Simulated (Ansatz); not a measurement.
V_O in beta Ga2O3 (start: the O(2) site; 160-site cell, Γ-point sampling), charge +2. Calculation: PBE, PAW (plane waves to 420 eV; Ansatz, a first-principles code).

| Property | Result |
|---|---|
| total energy of the defect cell | -296090.8165 eV |
| total energy of the perfect cell | -296641.0591 eV |
| μ(O) in O2 molecule in a box, atoms added −1 | -564.9684 eV |
| Δμ(O), Ga-rich | -3.037 eV |
| valence-band maximum on the cell's zero | 7.571 eV |
| image correction with alignment | 0.378 eV |
| Fermi level above the maximum | 0.30 eV |

Question: Work out the formation energy.

Answer: E_f = E(defect) − E(perfect) − Σ n μ + q (E_VBM + E_F) + E_corr = 550.243 − (568.006) + (15.742) + (0.378) = -1.64 eV.
